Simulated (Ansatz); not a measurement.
Partial pair distribution functions of a relaxed model of amorphous In₉Ga₉Zn₉O₃₇Na₂, broadened by 0.06 Å; density 5.73 g/cm³. Calculation: PBE, scalar-relativistic without spin-orbit coupling (plane waves to 420 eV, PAW; Ansatz, a first-principles code).

Preparation: random packing, a CHGNet melt and quench, and a DFT relaxation. O atoms were pushed apart under 1.9 Å during the dynamics, to hinder bonds among them. The hot cell started wider than the set density and was brought back towards it in steps. It is the lowest in DFT energy of 2 quenches. It is a model cell: composition and starting density were chosen by hand, and all elements were melted together. No dispersion term was used. Its density started from a set value of 5.73 and ended at 5.73 g/cm³. The simulated quench (nominally 210 K/ps over its main leg) is rapid and tends to freeze in more defects than a deposited or slowly cooled glass has. One small periodic cell is one sample of the glass; other quenches scatter about these values. The volume was held where the preparation left it and the shape relaxed, at a PBE pressure of 1.8 GPa. Stress components on the final sampling reach 2.1 GPa.

```csv
r (Å),g In-O,g Ga-O,g In-In,g Ga-Ga
1.60,0.00,0.00,0.00,0.00
1.70,0.00,0.25,0.00,0.00
1.80,0.00,4.14,0.00,0.00
1.90,0.09,9.95,0.00,0.00
2.00,2.10,5.50,0.00,0.00
2.10,7.06,1.20,0.00,0.00
2.20,6.58,0.13,0.00,0.00
2.30,2.83,0.00,0.00,0.00
2.40,1.15,0.01,0.00,0.00
2.50,0.90,0.15,0.00,0.00
2.60,0.42,0.14,0.00,0.00
2.70,0.02,0.01,0.00,0.00
2.80,0.00,0.15,0.00,0.00
2.90,0.00,0.47,0.00,0.34
3.00,0.01,0.40,0.08,3.04
3.10,0.18,0.43,0.91,6.30
3.20,0.37,0.73,0.81,4.28
3.30,0.22,0.64,1.38,1.52
3.40,0.37,0.81,3.23,1.12
3.50,0.72,1.03,4.00,1.01
3.60,1.01,1.02,2.46,0.98
3.70,1.29,0.89,2.68,1.28
3.80,0.81,1.21,3.88,0.46
3.90,0.97,0.98,2.80,0.02
4.00,1.11,1.03,0.59,0.13
4.10,0.88,1.26,0.24,1.21
4.20,1.19,1.37,0.70,1.31
4.30,1.19,1.04,0.74,0.29
4.40,1.39,0.90,0.72,0.55
4.50,1.54,1.22,0.25,0.20
```

Within 2.72 Å each In has 5.67 O neighbours on average.
